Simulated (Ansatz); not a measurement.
The reference is CdSe in the zinc blende structure (space group F-43m, No. 216; a = 6.196 Å).

Levels (all Ansatz, a first-principles code, PAW): PBE (420 eV, scalar-relativistic without spin-orbit coupling); PBEsol (420 eV, without spin-orbit coupling).

Levels that relaxed their own cell: PBE and PBEsol.

```
level   band gap  lattice parameter a
------  --------  -------------------
PBE      0.49 eV              6.196 Å
PBEsol   0.48 eV              6.082 Å
```

Measured: band gap 1.77 eV (0 K or low temperature; as listed in arXiv:1206.3780); lattice parameter a 6.077 Å (room temperature; as listed in arXiv:1206.3780).

Computed minus measured — band gap: PBE -1.28 eV, PBEsol -1.29 eV; lattice parameter a: PBE +2.0 %, PBEsol +0.1 % (closest: PBEsol). Measured values not marked as corrected hold thermal and zero-point effects that the static-lattice runs lack. A measured gap can be an optical one, lowered by exciton binding. Levels without spin-orbit coupling miss its lowering of the gap, often about a third of the valence-band splitting.

Stability against distortions was not tested.
